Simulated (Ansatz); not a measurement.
## Si well of 12 atomic layers along [001] in random Si0.5Ge0.5, interfaces one step of a layer

Prepared with Tersoff's 1989 multicomponent potential (SiCGe.tersoff) (LAMMPS): minimisation. Geometry as solved with PBE, support functions at accuracy medium on the grid of 370 eV (Ansatz, an electronic-structure program).

```xyz
648
Lattice="16.85 0.00 0.00 0.00 16.85 0.00 0.00 0.00 49.78" Properties=species:S:1:pos:R:3 pbc="T T T"
Si     0.03     0.04     0.03
Si     1.39     1.43     1.42
Si     2.75     2.80     0.01
Ge     4.19     4.21     1.36
Ge     2.79     0.02     2.84
Si     4.21     1.39     4.28
Si     0.01     2.75     2.84
Ge     1.37     4.20     4.25
Si     0.02     0.03     5.66
Si     1.37     1.40     7.06
Ge     2.82     2.80     5.71
Si     4.23     4.25     7.09
Ge     2.77    -0.02     8.45
Ge     4.22     1.45     9.84
Si     0.03     2.80     8.43
Ge     1.44     4.20     9.84
Si     0.03    -0.04    11.26
Ge     1.39     1.43    12.65
Si     2.82     2.81    11.27
Ge     4.23     4.18    12.68
Ge     2.82     0.03    14.10
Si     4.23     1.44    15.48
Si     0.03     2.83    14.09
Si     1.39     4.20    15.48
Si    -0.01    -0.01    16.88
Si     1.41     1.41    18.18
Si     2.81     2.82    16.82
Si     4.20     4.21    18.19
Si     2.80    -0.01    19.53
Si     4.21     1.40    20.87
Si     0.00     2.81    19.52
Si     1.40     4.21    20.87
Si     0.00     0.00    22.22
Si     1.40     1.40    23.56
Si     2.80     2.80    22.21
Si     4.21     4.21    23.56
Si     2.81     0.00    24.90
Si     4.21     1.40    26.24
Si     0.00     2.81    24.91
Si     1.41     4.21    26.25
Si     0.00     0.00    27.59
Si     1.41     1.40    28.93
Si     2.81     2.81    27.59
Si     4.22     4.21    28.94
Si     2.80     0.00    30.29
Si     4.19     1.41    31.64
Si     0.01     2.80    30.26
Si     1.40     4.20    31.62
Si     0.02     0.03    32.98
Si     1.37     1.44    34.35
Si     2.79     2.81    32.99
Si     4.16     4.22    34.35
Ge     2.75    -0.03    35.71
Ge     4.19     1.34    37.18
Si     0.00     2.78    35.78
Si     1.36     4.20    37.13
Ge    -0.04    -0.01    38.54
Si     1.34     1.40    39.95
Ge     2.75     2.81    38.56
Ge     4.23     4.25    39.94
Ge     2.76    -0.04    41.31
Ge     4.16     1.39    42.77
Si    -0.05     2.76    41.32
Ge     1.38     4.14    42.74
Si    -0.01     0.00    44.13
Si     1.40     1.35    45.52
Si     2.76     2.76    44.18
Ge     4.22     4.19    45.52
Si     2.80     0.01    46.89
Ge     4.15     1.43    48.34
Ge     0.05     2.76    46.98
Si     1.43     4.17    48.39
Ge     0.03     5.55     0.01
Ge     1.36     7.04     1.46
Ge     2.80     8.44     0.02
Ge     4.21     9.83     1.48
Ge     2.83     5.64     2.86
Si     4.24     6.99     4.30
Si    -0.05     8.41     2.88
Ge     1.40     9.82     4.22
Si     0.00     5.65     5.64
Ge     1.41     7.01     7.09
Ge     2.86     8.43     5.67
Si     4.21     9.87     7.08
Si     2.85     5.62     8.47
Si     4.14     7.04     9.89
Si     0.01     8.42     8.51
Si     1.40     9.81     9.87
Ge     0.00     5.67    11.25
Si     1.40     7.07    12.66
Si     2.78     8.44    11.28
Si     4.16     9.81    12.66
Ge     2.78     5.64    14.08
Si     4.21     7.01    15.49
Si    -0.01     8.38    14.05
Ge     1.40     9.81    15.45
Si     0.00     5.62    16.82
Si     1.41     7.01    18.18
Si     2.83     8.40    16.85
Si     4.22     9.82    18.19
Si     2.80     5.61    19.53
Si     4.21     7.02    20.88
Si     0.01     8.42    19.52
Si     1.41     9.82    20.87
Si     0.00     5.62    22.22
Si     1.40     7.02    23.56
Si     2.81     8.42    22.22
Si     4.21     9.83    23.56
Si     2.81     5.61    24.90
Si     4.21     7.02    26.25
Si     0.00     8.42    24.90
Si     1.40     9.83    26.25
Si     0.00     5.62    27.59
Si     1.41     7.02    28.93
Si     2.81     8.42    27.58
Si     4.20     9.83    28.93
Si     2.81     5.61    30.28
Si     4.21     7.02    31.63
Si     0.01     8.43    30.27
Si     1.39     9.84    31.64
Si     0.01     5.61    32.95
Ge     1.41     7.02    34.35
Si     2.80     8.42    32.95
Ge     4.18     9.86    34.33
Si     2.77     5.56    35.75
Ge     4.19     6.97    37.14
Si    -0.01     8.43    35.73
Ge     1.38     9.86    37.12
Si     0.01     5.56    38.56
Si     1.36     6.98    39.92
Ge     2.78     8.42    38.57
Si     4.19     9.83    39.96
Ge     2.78     5.66    41.36
Si     4.20     7.02    42.80
Ge    -0.03     8.40    41.31
Ge     1.44     9.78    42.79
Ge     0.00     5.66    44.13
Si     1.43     7.04    45.53
Si     2.86     8.40    44.21
Si     4.22     9.85    45.55
Ge     2.78     5.61    46.97
Ge     4.25     7.03    48.37
Ge     0.00     8.43    46.90
Ge     1.42     9.87    48.32
Ge    -0.03    11.28    -0.01
Ge     1.42    12.65     1.46
Ge     2.81    14.08     0.02
Si     4.19    15.46     1.43
Si     2.80    11.23     2.84
Ge     4.20    12.60     4.28
Ge    -0.02    14.05     2.90
Si     1.38    15.49     4.28
Ge    -0.04    11.24     5.65
Ge     1.37    12.64     7.13
Ge     2.80    14.09     5.69
Si     4.24    15.49     7.04
Si     2.78    11.18     8.46
Ge     4.15    12.63     9.85
Si    -0.02    14.03     8.55
Si     1.38    15.41     9.89
Si     0.02    11.23    11.21
Ge     1.40    12.62    12.66
Si     2.76    14.04    11.25
Ge     4.18    15.42    12.64
Si     2.82    11.21    14.05
Si     4.18    12.57    15.47
Si    -0.01    14.01    14.09
Ge     1.39    15.40    15.49
Si    -0.01    11.24    16.84
Si     1.40    12.62    18.19
Si     2.83    13.99    16.85
Si     4.21    15.43    18.18
Si     2.81    11.22    19.53
Si     4.21    12.63    20.87
Si     0.00    14.03    19.53
Si     1.40    15.44    20.87
Si     0.00    11.23    22.22
Si     1.41    12.63    23.56
Si     2.81    14.04    22.21
Si     4.21    15.44    23.56
Si     2.81    11.23    24.90
Si     4.21    12.64    26.25
Si     0.00    14.04    24.90
Si     1.40    15.44    26.24
Si     0.00    11.23    27.59
Si     1.40    12.64    28.94
Si     2.80    14.04    27.59
Si     4.20    15.45    28.93
Si     2.80    11.23    30.28
Si     4.20    12.65    31.62
Si     0.00    14.04    30.30
Si     1.41    15.45    31.65
Si     0.02    11.24    33.02
Si     1.41    12.65    34.38
Si     2.80    14.03    32.99
Si     4.19    15.43    34.32
Si     2.80    11.29    35.74
Si     4.18    12.63    37.14
Si     0.02    14.01    35.77
Si     1.37    15.42    37.13
Ge    -0.07    11.26    38.57
Ge     1.37    12.68    40.00
Ge     2.82    14.06    38.54
Si     4.26    15.42    39.97
Ge     2.85    11.25    41.38
Si     4.26    12.65    42.77
Si    -0.04    14.10    41.36
Si     1.34    15.44    42.75
Ge     0.00    11.24    44.19
Si     1.42    12.63    45.57
Ge     2.79    14.04    44.14
Si     4.17    15.46    45.56
Si     2.82    11.24    46.90
Ge     4.19    12.62    48.35
Ge    -0.03    14.04    46.94
Ge     1.40    15.52    48.36
Ge     5.58    -0.03    -0.02
Ge     7.00     1.38     1.43
Ge     8.39     2.83    -0.01
Ge     9.81     4.21     1.49
Ge     8.44     0.00     2.89
Si     9.84     1.44     4.24
Ge     5.58     2.80     2.85
Ge     7.00     4.26     4.26
Si     5.60     0.03     5.67
Si     6.96     1.42     7.06
Ge     8.42     2.79     5.67
Ge     9.85     4.23     7.09
Ge     8.38     0.04     8.48
Si     9.83     1.43     9.85
Si     5.63     2.86     8.42
Si     7.02     4.22     9.81
Ge     5.65    -0.01    11.26
Si     7.00     1.41    12.69
Ge     8.39     2.80    11.25
Ge     9.83     4.19    12.69
Ge     8.44     0.00    14.02
Ge     9.85     1.44    15.48
Si     5.63     2.78    14.10
Si     6.97     4.19    15.47
Si     5.59     0.04    16.86
Si     7.01     1.42    18.20
Si     8.39     2.84    16.84
Si     9.82     4.21    18.19
Si     8.42     0.00    19.53
Si     9.83     1.40    20.88
Si     5.61     2.82    19.54
Si     7.02     4.22    20.87
Si     5.62     0.00    22.21
Si     7.02     1.41    23.56
Si     8.42     2.81    22.21
Si     9.83     4.21    23.56
Si     8.42     0.00    24.90
Si     9.82     1.40    26.25
Si     5.61     2.81    24.90
Si     7.02     4.21    26.24
Si     5.61     0.00    27.59
Si     7.01     1.41    28.93
Si     8.42     2.81    27.58
Si     9.82     4.20    28.93
Si     8.42     0.01    30.28
Si     9.83     1.40    31.63
Si     5.61     2.80    30.30
Si     7.01     4.21    31.65
Si     5.58    -0.03    32.96
Ge     7.03     1.37    34.35
Si     8.45     2.81    32.98
Si     9.85     4.18    34.34
Si     8.40    -0.02    35.80
Ge     9.87     1.38    37.14
Ge     5.57     2.81    35.73
Ge     7.02     4.23    37.15
Si     5.62    -0.05    38.57
Ge     7.01     1.37    39.96
Ge     8.46     2.82    38.57
Si     9.87     4.23    39.94
Ge     8.44    -0.08    41.36
Ge     9.86     1.38    42.77
Ge     5.62     2.83    41.39
Si     7.02     4.24    42.78
Ge     5.61    -0.04    44.15
Ge     7.00     1.42    45.59
Ge     8.44     2.85    44.18
Si     9.89     4.22    45.57
Ge     8.45    -0.05    46.95
Ge     9.86     1.43    48.34
Si     5.60     2.83    46.99
Si     6.98     4.21    48.36
Si     5.65     5.59    -0.02
Ge     7.05     6.99     1.42
Si     8.41     8.40     0.00
Ge     9.79     9.79     1.42
Si     8.45     5.64     2.88
Si     9.83     6.97     4.28
Ge     5.63     8.40     2.91
Si     6.99     9.82     4.32
Si     5.58     5.61     5.68
Ge     7.00     6.98     7.08
Ge     8.46     8.43     5.67
Si     9.88     9.82     7.08
Si     8.41     5.60     8.48
Ge     9.80     7.07     9.84
Ge     5.57     8.44     8.51
Si     7.02     9.80     9.89
Ge     5.62     5.64    11.22
Si     7.02     7.04    12.63
Si     8.38     8.43    11.27
Ge     9.78     9.83    12.67
Ge     8.36     5.62    14.07
Ge     9.81     7.02    15.52
Ge     5.60     8.42    14.06
Si     7.02     9.84    15.47
Si     5.60     5.61    16.83
Si     7.00     7.02    18.18
Si     8.39     8.46    16.86
Si     9.83     9.84    18.19
Si     8.42     5.63    19.53
Si     9.83     7.02    20.87
Si     5.61     8.42    19.54
Si     7.02     9.82    20.87
Si     5.61     5.62    22.22
Si     7.02     7.02    23.56
Si     8.43     8.42    22.22
Si     9.83     9.83    23.56
Si     8.42     5.61    24.90
Si     9.83     7.02    26.24
Si     5.62     8.42    24.90
Si     7.02     9.83    26.25
Si     5.62     5.61    27.59
Si     7.02     7.02    28.93
Si     8.42     8.42    27.59
Si     9.83     9.82    28.93
Si     8.42     5.60    30.28
Si     9.85     6.99    31.61
Si     5.61     8.42    30.27
Si     6.99     9.85    31.59
Si     5.59     5.60    33.00
Si     7.00     6.98    34.33
Ge     8.40     8.41    32.96
Ge     9.86     9.84    34.39
Ge     8.46     5.63    35.71
Ge     9.87     7.05    37.20
Ge     5.63     8.41    35.73
Ge     7.08     9.84    37.16
Si     5.63     5.63    38.53
Ge     7.02     7.03    39.92
Si     8.46     8.46    38.58
Si     9.82     9.87    39.93
Ge     8.43     5.59    41.35
Ge     9.83     7.04    42.80
Ge     5.57     8.43    41.37
Ge     7.03     9.87    42.76
Si     5.60     5.62    44.10
Ge     6.98     7.05    45.51
Si     8.43     8.47    44.17
Si     9.80     9.85    45.54
Ge     8.41     5.58    46.95
Ge     9.81     7.01    48.40
Si     5.59     8.46    46.93
Ge     7.05     9.80    48.34
Ge     5.62    11.22     0.01
Ge     7.01    12.66     1.45
Ge     8.40    14.06    -0.04
Ge     9.84    15.43     1.41
Ge     8.39    11.20     2.89
Ge     9.87    12.59     4.29
Ge     5.59    14.10     2.86
Si     6.98    15.49     4.29
Si     5.61    11.20     5.70
Si     6.99    12.59     7.05
Ge     8.36    14.01     5.65
Ge     9.80    15.44     7.06
Ge     8.42    11.21     8.47
Si     9.80    12.65     9.88
Ge     5.63    14.05     8.44
Si     7.05    15.42     9.89
Ge     5.60    11.19    11.27
Ge     7.05    12.62    12.67
Si     8.44    14.04    11.25
Si     9.82    15.39    12.64
Si     8.41    11.21    14.10
Ge     9.85    12.63    15.44
Ge     5.58    14.00    14.10
Ge     7.01    15.46    15.50
Si     5.61    11.22    16.82
Si     7.02    12.63    18.18
Si     8.44    14.04    16.86
Si     9.83    15.44    18.20
Si     8.42    11.23    19.53
Si     9.83    12.64    20.88
Si     5.62    14.04    19.52
Si     7.02    15.44    20.87
Si     5.62    11.23    22.21
Si     7.02    12.63    23.56
Si     8.42    14.04    22.22
Si     9.83    15.44    23.57
Si     8.42    11.23    24.91
Si     9.83    12.63    26.25
Si     5.61    14.04    24.90
Si     7.02    15.45    26.25
Si     5.61    11.23    27.59
Si     7.01    12.64    28.92
Si     8.42    14.04    27.59
Si     9.83    15.44    28.94
Si     8.42    11.23    30.25
Si     9.85    12.61    31.58
Si     5.60    14.04    30.27
Si     6.99    15.46    31.59
Si     5.61    11.24    32.94
Ge     7.02    12.60    34.37
Ge     8.43    14.04    32.95
Ge     9.85    15.45    34.42
Si     8.48    11.27    35.78
Si     9.86    12.64    37.15
Ge     5.59    14.06    35.78
Si     7.01    15.47    37.18
Ge     5.60    11.26    38.57
Si     7.02    12.66    39.99
Ge     8.44    14.04    38.55
Si     9.88    15.47    39.91
Si     8.42    11.25    41.30
Ge     9.81    12.66    42.72
Si     5.63    14.03    41.37
Si     7.02    15.38    42.76
Si     5.59    11.25    44.16
Ge     7.04    12.62    45.54
Si     8.42    14.05    44.14
Si     9.83    15.42    45.49
Si     8.44    11.21    46.93
Ge     9.83    12.62    48.33
Ge     5.61    14.08    46.95
Si     7.00    15.45    48.36
Ge    11.30     0.00    -0.01
Ge    12.64     1.47     1.46
Si    14.00     2.81    -0.01
Ge    15.43     4.14     1.44
Ge    14.10     0.03     2.84
Si    15.51     1.40     4.26
Si    11.22     2.83     2.90
Si    12.59     4.22     4.27
Ge    11.21     0.02     5.64
Ge    12.64     1.40     7.11
Ge    14.05     2.81     5.62
Ge    15.47     4.25     7.06
Si    14.07    -0.01     8.47
Ge    15.50     1.38     9.84
Si    11.23     2.80     8.49
Ge    12.66     4.24     9.82
Ge    11.20    -0.01    11.26
Ge    12.63     1.41    12.71
Ge    14.07     2.82    11.27
Ge    15.46     4.24    12.73
Si    14.05    -0.01    14.06
Ge    15.45     1.41    15.46
Si    11.27     2.85    14.11
Si    12.64     4.24    15.48
Si    11.24     0.00    16.86
Si    12.64     1.41    18.19
Si    14.02     2.83    16.84
Si    15.44     4.22    18.17
Si    14.04     0.00    19.54
Si    15.45     1.41    20.87
Si    11.22     2.80    19.53
Si    12.63     4.21    20.87
Si    11.23     0.00    22.22
Si    12.64     1.41    23.56
Si    14.04     2.81    22.21
Si    15.44     4.21    23.56
Si    14.04     0.00    24.90
Si    15.44     1.40    26.25
Si    11.23     2.81    24.90
Si    12.63     4.21    26.25
Si    11.23     0.00    27.59
Si    12.64     1.41    28.93
Si    14.04     2.81    27.58
Si    15.44     4.21    28.93
Si    14.04    -0.01    30.27
Si    15.47     1.38    31.59
Si    11.23     2.81    30.27
Si    12.62     4.23    31.60
Si    11.23    -0.01    32.98
Ge    12.62     1.38    34.39
Ge    14.05     2.80    32.95
Ge    15.47     4.23    34.39
Si    14.03     0.00    35.82
Si    15.42     1.42    37.14
Si    11.22     2.82    35.74
Ge    12.64     4.19    37.19
Si    11.30    -0.02    38.56
Si    12.70     1.35    39.92
Si    14.07     2.77    38.57
Si    15.44     4.19    39.95
Si    14.05    -0.02    41.35
Si    15.47     1.35    42.70
Ge    11.27     2.78    41.28
Ge    12.65     4.23    42.73
Si    11.24    -0.05    44.16
Ge    12.63     1.34    45.59
Ge    14.07     2.74    44.12
Ge    15.46     4.19    45.56
Si    14.06    -0.07    46.98
Ge    15.41     1.37    48.41
Si    11.25     2.83    46.95
Si    12.62     4.15    48.38
Ge    11.25     5.56     0.01
Ge    12.66     7.00     1.43
Ge    14.05     8.44     0.00
Ge    15.44     9.85     1.48
Ge    14.06     5.60     2.91
Si    15.45     7.04     4.30
Ge    11.21     8.39     2.88
Ge    12.66     9.85     4.28
Si    11.25     5.63     5.66
Si    12.63     7.03     7.04
Si    14.04     8.38     5.67
Ge    15.42     9.79     7.11
Si    14.04     5.68     8.42
Si    15.44     7.03     9.81
Si    11.26     8.44     8.42
Si    12.62     9.83     9.82
Ge    11.23     5.63    11.27
Ge    12.68     7.01    12.70
Ge    14.04     8.44    11.20
Ge    15.48     9.84    12.65
Si    14.05     5.63    14.14
Si    15.46     7.02    15.46
Ge    11.25     8.45    14.11
Si    12.66     9.84    15.51
Si    11.25     5.59    16.86
Si    12.65     7.02    18.18
Si    14.06     8.42    16.82
Si    15.45     9.83    18.18
Si    14.04     5.62    19.53
Si    15.45     7.02    20.87
Si    11.23     8.42    19.52
Si    12.63     9.83    20.87
Si    11.23     5.62    22.21
Si    12.64     7.02    23.56
Si    14.04     8.42    22.21
Si    15.44     9.82    23.56
Si    14.04     5.62    24.91
Si    15.44     7.02    26.25
Si    11.23     8.42    24.90
Si    12.64     9.83    26.24
Si    11.23     5.61    27.59
Si    12.64     7.03    28.92
Si    14.04     8.43    27.59
Si    15.44     9.83    28.93
Si    14.04     5.62    30.26
Si    15.47     7.00    31.60
Si    11.24     8.42    30.28
Si    12.63     9.85    31.61
Si    11.22     5.59    32.98
Ge    12.62     7.00    34.40
Ge    14.07     8.44    32.98
Si    15.49     9.84    34.39
Si    14.04     5.60    35.79
Ge    15.46     7.01    37.16
Si    11.27     8.45    35.80
Si    12.60     9.84    37.17
Si    11.25     5.61    38.60
Si    12.64     6.98    39.97
Ge    14.00     8.44    38.59
Si    15.40     9.85    39.98
Si    14.07     5.62    41.32
Si    15.42     7.01    42.70
Ge    11.25     8.45    41.33
Si    12.66     9.86    42.72
Si    11.22     5.59    44.16
Ge    12.61     7.00    45.53
Ge    14.05     8.45    44.11
Si    15.41     9.86    45.56
Ge    14.00     5.57    46.99
Ge    15.46     6.99    48.37
Ge    11.19     8.45    46.93
Ge    12.66     9.87    48.32
Ge    11.26    11.25     0.03
Si    12.71    12.63     1.41
Si    14.03    14.01    -0.04
Ge    15.46    15.43     1.36
Si    14.04    11.27     2.84
Si    15.40    12.62     4.24
Ge    11.28    13.99     2.80
Ge    12.66    15.44     4.25
Si    11.26    11.21     5.73
Si    12.64    12.57     7.10
Ge    14.04    13.98     5.69
Ge    15.49    15.45     7.09
Si    14.02    11.23     8.50
Si    15.43    12.61     9.88
Ge    11.23    13.99     8.46
Ge    12.69    15.42     9.87
Ge    11.23    11.25    11.24
Si    12.63    12.66    12.65
Si    14.06    13.98    11.28
Ge    15.45    15.42    12.66
Ge    14.03    11.27    14.09
Si    15.46    12.65    15.48
Si    11.23    14.04    14.00
Ge    12.63    15.43    15.44
Si    11.26    11.22    16.85
Si    12.65    12.63    18.19
Si    14.06    14.02    16.84
Si    15.43    15.44    18.20
Si    14.04    11.23    19.53
Si    15.45    12.63    20.88
Si    11.24    14.04    19.54
Si    12.63    15.45    20.88
Si    11.23    11.23    22.22
Si    12.63    12.63    23.56
Si    14.04    14.04    22.22
Si    15.44    15.44    23.56
Si    14.04    11.23    24.90
Si    15.45    12.63    26.24
Si    11.23    14.04    24.91
Si    12.64    15.44    26.25
Si    11.24    11.23    27.59
Si    12.65    12.64    28.93
Si    14.05    14.04    27.58
Si    15.44    15.43    28.94
Si    14.05    11.24    30.28
Si    15.45    12.64    31.65
Si    11.24    14.04    30.27
Si    12.64    15.45    31.63
Si    11.23    11.24    32.95
Ge    12.62    12.66    34.36
Si    14.05    14.06    32.97
Ge    15.46    15.46    34.39
Ge    14.06    11.23    35.79
Si    15.44    12.70    37.15
Si    11.26    14.05    35.82
Si    12.66    15.44    37.18
Si    11.20    11.22    38.52
Ge    12.67    12.61    39.90
Si    14.07    14.06    38.53
Si    15.40    15.43    39.97
Si    14.04    11.22    41.35
Ge    15.41    12.68    42.74
Ge    11.28    14.09    41.33
Si    12.66    15.48    42.77
Ge    11.26    11.23    44.16
Si    12.70    12.66    45.53
Si    14.02    14.09    44.16
Si    15.43    15.46    45.52
Si    14.07    11.28    46.92
Si    15.40    12.65    48.35
Ge    11.27    14.06    46.92
Si    12.69    15.42    48.37
```
